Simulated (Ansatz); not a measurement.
# PBE-D3(BJ) against r2SCAN+rVV10: TiTe2, pressure 0.3 GPa

Base system: TiTe2 in the CdI2 type structure (space group P-3m1, No. 164; a = 3.6973 Å, c = 6.3840 Å; layered, stacked along the Cartesian z axis).

(Cell as relaxed with PBE-D3(BJ).)

Levels (all Ansatz, a quantum-chemistry and plane-wave program, PAW): PBE-D3(BJ) (420 eV, no SOC); r2SCAN+rVV10 (500 eV, no spin-orbit coupling).

Each level relaxes its own structure.

| base | PBE-D3(BJ) | r2SCAN+rVV10 |
|---|---|---|
| volume per atom | 25.19 Å³ | 27.29 Å³ |
| lattice parameter a | 3.697 Å | 3.784 Å |
| band gap | zero | zero |

Modification: a hydrostatic pressure of 0.3 GPa.

```csv
quantity,PBE-D3(BJ),r2SCAN+rVV10
shortest interatomic distance,2.745 Å,___
c/a ratio,1.725,___
band gap,zero,___
```

Q: Given the PBE-D3(BJ) results, estimate those of r2SCAN+rVV10.

A: 
- shortest interatomic distance, r2SCAN+rVV10: 2.762 Å
- c/a ratio, r2SCAN+rVV10: 1.738
- band gap, r2SCAN+rVV10: zero

PBE-D3(BJ)'s shortest interatomic distance lies 0.017 Å below r2SCAN+rVV10's (0.6 %); PBE-D3(BJ)'s c/a ratio lies 0.013 below r2SCAN+rVV10's; the two agree on the band gap. Neither level is exact; r2SCAN+rVV10 is the comparison here, not a measurement.

Load acts through the strain it causes; cell and atoms are relaxed under it. Stability against distortions was not tested. All final runs are without spin polarisation.
